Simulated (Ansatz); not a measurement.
The starting structures come from a database of crystals and need not be the phases stable at ambient conditions.

 Where the default PAW files enter, the runs use the earlier of Ansatz's two default sets.

By PBEsol, the system below comes out a metal.

The ballistic (Sharvin) conductance counts the channels at the Fermi level: G/A = (e²/h) × channels of both spins per area.

Given:

```
W2C
1.0
    3.07005     0.00000     0.00000
    0.00000     4.67843     0.00000
    1.53503     0.00000     2.65874
W C
2 1
Direct
  0.33333   0.25367   0.33333
  0.66667   0.74633   0.66667
  0.00000   0.00000   0.00000
```

Space group of this cell: P-3m1. The cell is taken as given; by PBEsol its mean pressure is -10.1 GPa.

The current flows along the normal of the first two printed cell vectors, the (100) plane of the conventional cell. No spin-orbit coupling; the value is a mean over 0.1 eV about the Fermi level.

Problem. Give the ballistic conductance per area that Ansatz (a program for electronic structure) with PBEsol yields.

Solution. 0.93 × 10¹⁵ S/m² for both spins.
